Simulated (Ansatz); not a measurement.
**How the smallest direct gap on the k points sampled of C (model structure, Ibam, No. 72, 6 atoms in the cell) moves with the method**

No measured value is used here.

```
level (code)          value (eV)  cell (Å³/atom)
--------------------  ----------  --------------
LDA (Ansatz)                 [?]            5.66
PBEsol (Ansatz)             2.72            5.66
r²SCAN (Ansatz)             3.07            5.66
PBE0 (Ansatz)               4.59            5.66
G0W0@PBEsol (Ansatz)        4.03            5.66
```

**Question.** What belongs in the gaps?

**Answer.** 
- LDA (Ansatz, an electronic-structure program), value (eV): 2.76

Computed values are for a static lattice.  Values are at the PBEsol cell; PBEsol at the level's own equilibrium cell. Cutoffs and k meshes differ between the levels. Ansatz's density-functional and Hartree–Fock values are scalar-relativistic unless marked +SOC, with PAW data made under PBE.

A model structure was made by putting elements into a prototype or built by hand; it is no filed structure, need not be a known phase, and can be a saddle point held by its symmetry.
